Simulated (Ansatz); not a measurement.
Cr on the Si site (Cr_Si) in metastable 2H silicon carbide: one set of geometries, relaxed with PBE, evaluated in Ansatz (PAW, plane waves to 420 eV, 500 eV under r2SCAN) with PBE, r2SCAN.

Set-up: 96-site cell; 2×2×2 shifted k-points; start: the Si site; charged states image-corrected; no Hubbard U; finite-size errors of tenths of an eV; flagged in the runs: a host whose relaxation on this sampling wasn't shown to rest, host ions not shown at rest.

```csv
quantity,PBE,r2SCAN
host gap (eV),2.31,(withheld)
ε(0/−1) above the VBM (eV),2.07,(withheld)
"neutral formation energy against bcc Cr, antiferromagnetic, silicon (eV)",2.53,(withheld)
largest moment on one atom at charge 0 (μB),1.61,(withheld)
largest moment on one atom at charge −1 (μB),2.08,(withheld)
```

Question: Given the lower rungs, what does r2SCAN give?

Answer: 
- host gap (eV), r2SCAN: 2.68
- ε(0/−1) above the VBM (eV), r2SCAN: 2.12
- neutral formation energy against bcc Cr, antiferromagnetic, silicon (eV), r2SCAN: 2.33
- largest moment on one atom at charge 0 (μB), r2SCAN: 1.73
- largest moment on one atom at charge −1 (μB), r2SCAN: 2.22

Ansatz is a program for electronic structure.
